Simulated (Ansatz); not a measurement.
**BN: response to strain**

Start from BN (space group P6_3/mmc, No. 194; a = 2.506 Å, c = 6.615 Å; layered, stacked along the Cartesian z axis).

Strains are applied to the cell and any free atomic positions relax.

Computed with PBE-D3(BJ) (Ansatz, a quantum-chemistry and plane-wave program, PAW, no spin-orbit coupling).

Notes on the quantities. pressure: mean of the normal stresses, compression positive; energy relative to the base: free energy F.

```csv
variant,pressure,smallest direct gap,energy relative to the base
base,0.00 GPa,4.64 eV,0 meV/atom
isotropic strain −3.00 %,26.19 GPa,4.82 eV,+60 meV/atom
isotropic strain −2.40 %,20.16 GPa,4.79 eV,+38 meV/atom
isotropic strain −1.80 %,14.57 GPa,4.77 eV,+21 meV/atom
isotropic strain −1.20 %,9.36 GPa,4.73 eV,+9.1 meV/atom
isotropic strain −0.60 %,4.51 GPa,4.68 eV,+2.2 meV/atom
```

Whether these cells are dynamically stable was not tested.
